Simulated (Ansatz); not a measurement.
Si (diamond structure), Σ5 (310) [001] symmetric tilt. One B atom replaces one Si atom in a bicrystal of 48 atoms (one solute to 47 Å² of one boundary, a high coverage); atoms relaxed, cell held. Energies count from the site farthest from both boundaries, which lies only 5.2 Å away; negative means that the solute is drawn to the site. The cell is neutral, and spin is allowed where the electrons are odd. k-points: Γ-centred 3×4×1 mesh; occupations: Fermi-Dirac, 0.050 eV; spin-polarised, moments started parallel. Scalar-relativistic, no spin-orbit coupling.

Sites tried, by distance from the nearest boundary plane (Å): 0.00, 0.85, 0.85, 1.81.

Q: Does B segregate by PBE run with Ansatz (a quantum-chemistry and plane-wave program), and with what energy at each site?

A: 0.00 Å: 0.13 eV; 0.85 Å: 0.14 eV; 0.85 Å: 0.14 eV; 1.81 Å: -0.15 eV. The most favoured site tried binds it by 0.15 eV.
